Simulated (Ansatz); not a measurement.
The cell is built on a prototype and need not be the phase stable at ambient conditions.

The decay constant κ of evanescent states in the gap governs leakage through a thin film.

Consider the following.

```xyz
14
Lattice="6.0859 0.0000 0.0000 -3.0429 5.2705 0.0000 3.0429 1.7568 4.9691" Properties=species:S:1:pos:R:3 pbc="T T T"
Mg     3.0429     5.2705     1.8634
Mg     1.5215     6.1489     4.3480
Mg     3.0429     3.5137     4.3480
Mg     4.5644     6.1489     4.3480
Sn     3.0429     1.7568     1.2423
Sn     0.0000     3.5137     2.4845
O      0.0000     3.5137     0.5026
O      4.4676     4.4480     3.1452
O      6.0859     1.6450     3.1452
O      1.6183     4.4480     3.1452
O      3.0429     1.7568     3.2243
O      4.6612     0.8225     0.5816
O      3.0429     3.6255     0.5816
O      1.4246     0.8225     0.5816
```

Space group of this cell: Fd-3m, spinel. The cell was relaxed by PBE-D3(BJ); by PBEsol its mean pressure is -1.4 GPa.

Transport runs along the normal of the first two printed cell vectors.

The gap is the functional's own. No spin-orbit coupling. Mid-gap values are interpolated on the energy grid.

Question: Give the band gap and the smallest decay constant κ at mid-gap that PBEsol (Ansatz, an electronic-structure program) yields.

Answer: Gap 1.95 eV on a 8×8×8 mesh; κ = 0.178 1/Å, at the zone centre.
